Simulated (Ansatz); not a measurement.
The reference is BeSe in the zinc blende structure (space group F-43m, No. 216; a = 5.178 Å).

All numbers come from PBE/PAW in Ansatz (an electronic-structure program), scalar-relativistic without spin-orbit coupling.

One change was made to it. Results:

```json
[
 {"quantity": "hole mass (degenerate bands, along [100])", "base": "0.24, 0.48, 0.48 mₑ (at Γ)", "after": "0.24, 0.47, 0.47 mₑ (at Γ)"},
 {"quantity": "electron mass", "base": "0.90 mₑ along k, 0.27 mₑ across (at X)", "after": "0.88 mₑ along k, 0.27 mₑ across (at X)"},
 {"quantity": "band gap", "base": "2.67 eV", "after": "2.62 eV"},
 {"quantity": "smallest direct gap", "base": "4.22 eV", "after": "4.42 eV"}
]
```

Task: Which change produced these results?
(A) pressure 2.1 GPa
(B) pressure −1 GPa
(C) pressure 0.9 GPa
(D) pressure 22.5 GPa
(E) pressure 15 GPa

Result: A, pressure 2.1 GPa. For comparison, the electron mass in the other runs: pressure 22.5 GPa gives 0.80 mₑ along k, 0.24 mₑ across (at X); pressure 0.9 GPa gives 0.89 mₑ along k, 0.27 mₑ across (at X); pressure 15 GPa gives 0.82 mₑ along k, 0.25 mₑ across (at X); pressure −1 GPa gives 0.90 mₑ along k, 0.27 mₑ across (at X).

Load acts through the strain it causes; cell and atoms are relaxed under it. Effective masses come from finite differences of ±0.01 Å⁻¹. Along k means along the line from Γ to the band edge. No phonon test of stability was made. Competing high-pressure phases were not computed.
